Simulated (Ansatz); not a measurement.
The structure below was relaxed with plane-wave PAW DFT at the PBE level (Ansatz, a program for electronic structure, 420 eV), no spin-orbit coupling, earlier PAW set, at pressure −1 GPa.

```xyz
8
Lattice="5.1992 0.0000 0.0000 0.0000 3.3561 0.0000 0.0000 0.0000 5.6378" Properties=species:S:1:pos:R:3 pbc="T T T"
Ni     2.6395     0.8390     3.8820
Ni     0.0399     0.8390     4.5747
Ni     2.5598     2.5171     1.7558
Ni     5.1594     2.5171     1.0631
Si     3.5331     0.8390     0.4658
Si     0.9335     0.8390     2.3531
Si     1.6661     2.5171     5.1720
Si     4.2657     2.5171     3.2847
```

**Question.** Find the space group and the Wyckoff positions.

**Answer.** Space group Pnma (No. 62); a = 5.199 Å, b = 3.356 Å, c = 5.638 Å, α = 90.00°, β = 90.00°, γ = 90.00°

```
atom  site  symmetry       x       y       z
----  ----  --------  ------  ------  ------
Ni      4c       .m.  0.0077  0.2500  0.8114
Si      4c       .m.  0.1795  0.2500  0.4174
```

Load acts through the strain it causes; cell and atoms are relaxed under it. Whether these cells are dynamically stable was not tested. All final runs are without spin polarisation. The cell was made from NiSi (space group Pnma, No. 62; non-magnetic) by this change: pressure −1 GPa.
